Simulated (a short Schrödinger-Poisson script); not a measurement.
Stack: symmetric double-gate stack, SiO2 on p-type InP, at 300 K.

```tsv
layer	material	thickness (nm)	Na (cm⁻³)
1	SiO2	1.1	-
2	InP	8	9e16
3	SiO2	1.1	-
```

The device is made up for the run: typed textbook-type constants, with dimensions and the other settings drawn at random. SiO2: permittivity 3.9, conduction-band edge (eV) 3.48, gap (eV) 9, electron mass (mₑ) 0.5. InP: permittivity 12.5, conduction-band edge (eV) 0, gap (eV) 1.344, Nv at 300 K (cm⁻³) 1.1e19.

Channel valleys (confinement mass, in-plane density-of-states mass, number): Γ 0.08, 0.08, 1. At the gates, both at one voltage, the conduction-band edge of layer 1 lies 3.83 eV − eVg above the Fermi level of the channel. Gaps are held at their typed values at every temperature. Mesh 0.03 nm at interfaces.

Solved with a short Schrödinger-Poisson script written for these runs: 1D Poisson equation in equilibrium, electrons classical, Fermi-Dirac, parabolic valleys, classical holes, full ionisation, no traps, pinning or gate leakage.

The same stack at other levels of the model or other numerical settings:

```
run                                                                  sheet density of all electrons at Vg = 1.05 V (cm⁻²)  sheet density of all electrons at Vg = 0.45 V (cm⁻²)  capacitance of both gates at Vg = 1.05 V (μF/cm²)  gate voltage at 1e11 electrons/cm² (V)  rough cost against the base
-------------------------------------------------------------------  ----------------------------------------------------  ----------------------------------------------------  -------------------------------------------------  --------------------------------------  ---------------------------
base                                                                                                              1.23e13                                               1.30e12                                               3.25                                    0.32                      about 1
electrons treated as classical, Boltzmann                                                                         2.09e13                                               1.83e12                                               5.71                                    0.32                          0.4
electrons treated as quantum, Hartree                                                                             9.43e12                                               5.83e11                                               2.92                                    0.38                            4
electrons treated as quantum, Hartree plus LDA exchange-correlation                                               9.96e12                                               7.18e11                                               3.00                                    0.37                            7
mesh six times as coarse                                                                                          1.21e13                                               1.28e12                                               3.21                                    0.32                          0.6
```

The classical rows ignore confinement, and Boltzmann statistics overrate the density once the band edge passes the Fermi level.

Above a few 1e12 electrons/cm² a light Γ valley is non-parabolic and upper valleys begin to fill, which the model leaves out.
